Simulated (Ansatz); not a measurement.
**GaMo4S8, response to strain**

Take GaMo₄S₈ (space group F-43m, No. 216) as the base.

```xyz
13
Lattice="0.0000 4.8325 4.8325 4.8325 0.0000 4.8325 4.8325 4.8325 0.0000" Properties=species:S:1:pos:R:3 pbc="T T T"
Ga     4.8325     4.8325     4.8325
Mo     8.6726     5.8251     5.8251
Mo     8.6726     8.6726     8.6726
Mo     5.8251     5.8251     8.6726
Mo     5.8251     8.6726     5.8251
S      3.5150     6.1501     3.5150
S      6.1501     3.5150     3.5150
S      6.1501     6.1501     6.1501
S      3.5150     3.5150     6.1501
S      3.5302     1.3023     3.5302
S      1.3023     3.5302     3.5302
S      1.3023     1.3023     1.3023
S      3.5302     3.5302     1.3023
```

Cartesian axes are those of the cell as printed.

Strains are applied to the cell and any free atomic positions relax.

Method: Ansatz (a first-principles code) PBEsol, no spin-orbit coupling.

Notes on the quantities. energy relative to the base: free energy F.

```csv
variant,energy relative to the base,pressure,volume per atom,largest internal atomic displacement
base,0 meV/atom,0.0 GPa,17.36 Å³,–
isotropic strain +1.65 %,+13 meV/atom,-4.5 GPa,18.24 Å³,0.039 Å
uniaxial strain ε_xx = −1.15 %,___,___,17.16 Å³,___
uniaxial strain ε_zz = +5.40 %,+24 meV/atom,-4.6 GPa,18.30 Å³,0.089 Å
tensor shear ε_xz = +0.44 %,+0.2 meV/atom,0.0 GPa,17.36 Å³,–
```

Q: What belongs in the blanks?

A: 
- uniaxial strain ε_xx = −1.15 %, energy relative to the base: +1.2 meV/atom
- uniaxial strain ε_xx = −1.15 %, pressure: 1.2 GPa
- uniaxial strain ε_xx = −1.15 %, largest internal atomic displacement: 0.021 Å

Without a gap, meshes like the base's 7×7×7 leave anisotropic stresses uncertain by several tenths of a GPa, and small strain energies with them. Stability against distortions was not tested. The final runs are not spin-polarised. An odd electron count without spin: GaMo4S8.
